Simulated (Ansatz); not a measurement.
**SnS$_{2}$ in the CdI2 type structure (space group P-3m1, No. 164; layered, stacked along the Cartesian z axis)**

```cif
data_S2Sn
_chemical_formula_sum 'Sn1 S2'
_space_group_name_H-M_alt 'P 1'
_space_group_IT_number 1
_cell_length_a 3.62603
_cell_length_b 3.62603
_cell_length_c 5.57350
_cell_angle_alpha 90.000
_cell_angle_beta 90.000
_cell_angle_gamma 120.000
loop_
_space_group_symop_operation_xyz
  'x, y, z'
loop_
_atom_site_label
_atom_site_type_symbol
_atom_site_fract_x
_atom_site_fract_y
_atom_site_fract_z
_atom_site_occupancy
Sn1 Sn 0.00000 0.00000 0.00000 1
S1 S 0.33333 0.66667 0.26443 1
S2 S 0.66667 0.33333 0.73557 1
```

Computed with PBEsol-D3(BJ) (Ansatz, a quantum-chemistry and plane-wave program; PAW; 420 eV plane waves; no spin-orbit coupling). Settings: 11×11×6 k-points, 0.05 eV Fermi–Dirac smearing.

| Item | Result |
|---|---|
| Volume per atom | 21.15 Å³ |
| Density | 4.78 g/cm³ |
| Band gap | 0.96 eV, indirect, K–Γ (87 % along) → k = (0, 0.455, 1/3) in the run's primitive reciprocal basis |
| Total energy | -2573.904 eV/atom (σ→0; compares only within this code and set-up) |

Whether these cells are dynamically stable was not tested.
